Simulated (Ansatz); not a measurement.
CdTe (I-4m2), Ansatz (a first-principles code) with r2SCAN with spin-orbit coupling, rigid bands: Condition of this run: uniaxial stress along [001] of 0.5 GPa (compression positive) (the target of the relaxation). band gap 0.98 eV, N_c = 7.33e17 cm⁻³ and N_v = 7.30e18 cm⁻³ at 300 K, conductivity masses along y (a = (0.00, 3.27, 3.17) Å; b = (3.27, 0.00, 3.17) Å; c = (3.27, 3.27, 0.00) Å) of 0.0997 mₑ (electrons) and 0.558 mₑ (holes). Take k_BT = 0.02585 eV.

### Question
What thermal injection velocity √(2k_BT/πm) limits a ballistic channel along the direction named?

### Answer
1.70e7 cm/s for electrons and 7.20e6 cm/s for holes, a ratio of √(m_h/m_e) = 2.37, for dilute carriers.

### Question
Find the intrinsic carrier density and the intrinsic Fermi level.

### Answer
n_i = √(N_c N_v) exp(−E_g/2k_BT) = 2.31e18 × exp(−18.95) = 1.4e10 cm⁻³. The level lies (k_BT/2) ln(N_v/N_c) = 30 meV from mid-gap (positive towards the conduction band). Each 0.1 eV added to the gap lowers n_i by a factor of 6.9.

### Question
A film of it is 8 nm thick, with its normal along the direction named. Estimate the confinement energies in an infinite well.

### Answer
ħ²π²/(2m t²) = 0.376 eV·nm²/(m/mₑ × t²) gives 58.9 meV for electrons and 10.5 meV for holes, so the gap would widen to about 1.05 eV. Finite barriers and nonparabolic bands lower this, and with several valleys or bands the heaviest mass along the normal sets the lowest level, not this average.

Rigid, parabolic bands with the computed gap; masses take one relaxation time for all states. Geometry: cell and atoms relaxed with PBEsol.
